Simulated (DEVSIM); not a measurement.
# Si n-i-p diode

Device: Si n-i-p diode, at 250 K.

| layer (left to right) | material | thickness (μm) | Nd (cm⁻³) | Na (cm⁻³) | τn (s) | τp (s) |
|---|---|---|---|---|---|---|
| 1 | Si | 0.160 | 1.1e18 | - | 0.00079 | 0.00079 |
| 2 | Si | 0.730 | - | 2.5e11 | 0.00079 | 0.00079 |
| 3 | Si | 0.620 | - | 1e19 | 0.00079 | 0.00079 |

Left contact: ohmic. Right contact: ohmic. Voltage is applied to the left contact. Recombination: SRH at mid-gap. Mobility is μmin + (μ − μmin)/(1 + (N/Nref)^α).

Constants are typed, rounded textbook-type inputs, not results; the design itself was drawn at random and stands for no fabricated device. Values at 300 K; Nc and Nv go as T^1.5, mobilities as T to minus their exponent, the gap by Varshni's rule with the affinity fixed.

```
parameter               Si
----------------  --------
gap (eV)             1.124
affinity (eV)         4.05
permittivity          11.7
Nc (cm⁻³)          2.86e19
Nv (cm⁻³)           3.1e19
μn (cm²/Vs)           1417
μp (cm²/Vs)            470
μn,min                  52
μp,min                  45
Nref,n              9.7e16
Nref,p              2.2e17
αn                    0.68
αp                    0.72
T exponent of μn       2.3
T exponent of μp       2.2
Varshni α (eV/K)  0.000473
Varshni β (K)          636
```

Model (solved in DEVSIM): 1D drift-diffusion, Boltzmann statistics, complete ionisation; no tunnelling, impact ionisation, image-force lowering or self-heating.

```yaml
potential_step_across_the_device_at_zero_bias: 1.053 V
Dark forward voltage at 1 A/cm²: 0.773 V
Dark forward voltage at 100 A/cm²: 0.874 V
```

Dark forward current:

(V (V), J (A/cm²)): (-0.05, -1.2e-13); (-0.10, -5.2e-13); (-0.20, -9.1e-12); (-0.25, -5.1e-11); (-0.35, -3.3e-9); (-0.40, -3.1e-8); (-0.45, -3.1e-7); (-0.55, -3.2e-5); (-0.60, -0.00033); (-0.65, -0.0033); (-0.75, -0.34); (-0.80, -3.5); (-0.90, -330); (-0.95, -2600)

Dark reverse current:

```tsv
V (V)	J (A/cm²)
0.10	7.7e-14
0.25	1.4e-13
0.50	2.2e-13
0.75	2.8e-13
1.00	3.2e-13
1.50	3.7e-13
2.00	4.1e-13
2.50	4.3e-13
3.25	4.6e-13
4.00	4.8e-13
5.00	5.0e-13
```
